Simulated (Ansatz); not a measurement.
Consider Al₂Cu (space group I4/mcm, No. 140; a = 6.006 Å, c = 4.790 Å). Axes: x, y, z lie along a, b, c of the conventional cell.

Calculations: Ansatz (a quantum-chemistry and plane-wave program), r2SCAN, PAW, cutoff 500 eV, without spin-orbit coupling.

Strains are applied to the cell and any free atomic positions relax; under biaxial strain the out-of-plane vector relaxes too; under stress the whole cell relaxes.

One change was made to it. Results:

| quantity | base | after |
|---|---|---|
| energy relative to the base (free energy F) | 0 meV/atom | +4.7 meV/atom |
| volume per atom | 14.40 Å³ | 14.18 Å³ |

Q: Which of these changes matches the shifts?
(A) biaxial strain −1.52 %, plane normal [001], relaxed out of plane
(B) uniaxial strain ε_yy = −0.84 %
(C) uniaxial stress, 8 GPa compression along z
(D) isotropic strain +1.22 %

A: A, biaxial strain −1.52 %, plane normal [001], relaxed out of plane. For comparison, the energy relative to the base in the other runs: isotropic strain +1.22 % gives +6.6 meV/atom; uniaxial strain ε_yy = −0.84 % gives +0.6 meV/atom; uniaxial stress, 8 GPa compression along z gives +12 meV/atom.

A biaxial case was relaxed in a doubled cell and then solved in the primitive one. Without a gap, meshes like the base's 12×12×12 leave anisotropic stresses uncertain by several tenths of a GPa, and small strain energies with them. Stability under load was not tested beyond the relaxation. All final runs are without spin polarisation.
